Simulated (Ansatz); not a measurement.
## Response to strain in Ga2O3

The reference is Ga₂O₃ in the corundum structure (space group R-3c, No. 167; a = 4.950 Å, c = 13.306 Å (hexagonal axes)). Axes: x lies along a and z along c of the hexagonal cell.

Strains are applied to the cell and any free atomic positions relax.

Method: LDA in Ansatz (plane waves to 420 eV, PAW, no SOC).

Notes on the quantities. pressure: mean of the normal stresses, compression positive; energy relative to the base: free energy F.

```json
[
 {"change": "base", "smallest direct gap": "3.31 eV", "pressure": "0.00 GPa", "energy relative to the base": "0 meV/atom", "band gap": "3.04 eV"},
 {"change": "uniaxial strain ε_zz = −2.25 %", "smallest direct gap": "3.49 eV", "pressure": "5.22 GPa", "energy relative to the base": "+5.6 meV/atom", "band gap": "3.23 eV"},
 {"change": "uniaxial strain ε_zz = −1.50 %", "smallest direct gap": "3.46 eV", "pressure": "3.42 GPa", "energy relative to the base": "+2.5 meV/atom", "band gap": "3.17 eV"},
 {"change": "uniaxial strain ε_zz = −0.75 %", "smallest direct gap": "3.40 eV", "pressure": "1.68 GPa", "energy relative to the base": "+0.6 meV/atom", "band gap": "3.11 eV"}
]
```

Stability against distortions was not tested.

Ansatz is a quantum-chemistry and plane-wave program.
